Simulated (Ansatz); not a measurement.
A computed series for Ir: pressure series

Start from Ir in the fcc (Cu type) structure (space group Fm-3m, No. 225; a = 3.8705 Å).

Cell and atoms are relaxed at each pressure.

The values are results of PBE (Ansatz, an electronic-structure program), spin-orbit coupling left out, earlier PAW set, not measurements.

```json
[
 {"pressure (GPa)": "-2", "volume per atom (Å³/atom)": "14.582"},
 {"pressure (GPa)": "-1", "volume per atom (Å³/atom)": "14.539"},
 {"pressure (GPa)": "0", "volume per atom (Å³/atom)": "14.496"},
 {"pressure (GPa)": "1.8", "volume per atom (Å³/atom)": "14.422"},
 {"pressure (GPa)": "4.2", "volume per atom (Å³/atom)": "14.327"},
 {"pressure (GPa)": "9", "volume per atom (Å³/atom)": "14.148"},
 {"pressure (GPa)": "18", "volume per atom (Å³/atom)": "13.844"},
 {"pressure (GPa)": "30", "volume per atom (Å³/atom)": "?"},
 {"pressure (GPa)": "45", "volume per atom (Å³/atom)": "13.112"}
]
```

Q: Fit the third-order Birch–Murnaghan form P(V) = (3B₀/2)[(V₀/V)^(7/3) − (V₀/V)^(5/3)]·[1 + (3/4)(B₀′ − 4)((V₀/V)^(2/3) − 1)] (squares taken in P) to the rows shown and predict the withheld row.

A: Least squares on the printed values gives V₀ = 14.496 Å³/atom, B₀ = 348 GPa, B₀′ = 5.1; this predicts 13.490 Å³/atom, and the run gives 13.491 Å³/atom, in agreement.

Measured bulk modulus of Ir: 365 GPa (static lattice; corrected from measurement; as listed in H. Levämäki et al., Physical Review B (2014)); the computed value is 5 % below it.

Load acts through the strain it causes; cell and atoms are relaxed under it. No phonon test of stability was made. No other phases were tried under pressure. All final runs are without spin polarisation.
